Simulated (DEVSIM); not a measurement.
Device: Pd/SiO2/p-Ge capacitor, at 300 K.

Layer 1 from the left is SiO2, thickness (nm) 2.60. Layer 2 from the left is Ge, thickness (nm) 2700, Na (cm⁻³) 4.9e16.

Metal gate on the left, work function 5.2 eV. Fixed charge at the semiconductor interface -5.2e10 cm⁻² (in units of +e); interface traps 1e11 cm⁻² eV⁻¹, uniform in energy, neutral level at 0.7 of the gap above the valence band.

This is a model device: material constants are rounded textbook-type values typed into the input, and sizes, dopings and lifetimes were drawn at random. Values at 300 K.

SiO2: gap (eV) 9, affinity (eV) 0.9, permittivity 3.9. Ge: gap (eV) 0.664, affinity (eV) 4, permittivity 16, Nc (cm⁻³) 1.04e19, Nv (cm⁻³) 6e18.

Simulated with DEVSIM: 1D Poisson equation in equilibrium, Boltzmann statistics, complete ionisation; no quantum confinement or tunnelling. Metal contacts follow the ideal Schottky-Mott rule: no Fermi-level pinning, no interface dipoles.

Q: What does the simulation give for the minimum of the low-frequency capacitance, the flat-band voltage, the threshold voltage (band bending 2φF)?

A: minimum of the low-frequency capacitance 0.142 μF/cm²; flat-band voltage 0.66 V; threshold voltage (band bending 2φF) 1.14 V.
